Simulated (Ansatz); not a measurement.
wurtzite AlN: the defect Ge_Al+V_N

Computed with PBE, PAW (plane waves to 420 eV; Ansatz, an electronic-structure program). A 3×2×2 supercell of 96 sites was used; the energies come from a 2×2×2 shifted sampling of its zone. Sites at the start: the Al site; N 1.90 Å away. Charged cells carry a point-charge image correction with potential alignment at far atoms. Dielectric constants: PBE linear response of the host. Host gap at this level: 4.03 eV. A cell of this size leaves errors of a few tenths of an eV. Levels are measured in PBE's own, too narrow, gap. Spin–orbit coupling is left out. Each state is the lowest found from its start.

Formation energies E_f are given with the Fermi level at the valence-band maximum. Chemical conditions: N-rich (Δμ(Al) = -2.74 eV, Δμ(N) = 0.00 eV, Δμ(Ge) = -0.009 eV, bounded by Ge3N4 (P31c); only phases computed here count, gases as isolated molecules at 0 K). Reference phases: Al: fcc Al, Ge: germanium, N: N2 molecule in a box.

```tsv
charge	moment (μB)	largest move off a lattice site (Å)	image correction with alignment (eV)	E_f, N-rich (eV)
+2	not spin-polarised	0.32	0.86	0.60
+1	1.0	0.09	0.23	2.64
0†	not spin-polarised	0.17	0.00	5.05
−1	1.0	0.25	0.18	8.78
```

† Not settled in this cell, so no level is given: charge 0: no spin-polarised start tried.

Transition levels above the valence-band maximum: ε(+2/+1) = 2.03 eV. With a charge missing or unsettled, these needn't be thermodynamic levels.

Flagged in the runs: a host whose relaxation on this sampling wasn't shown to rest.

All states together cost roughly 50 core-minutes.
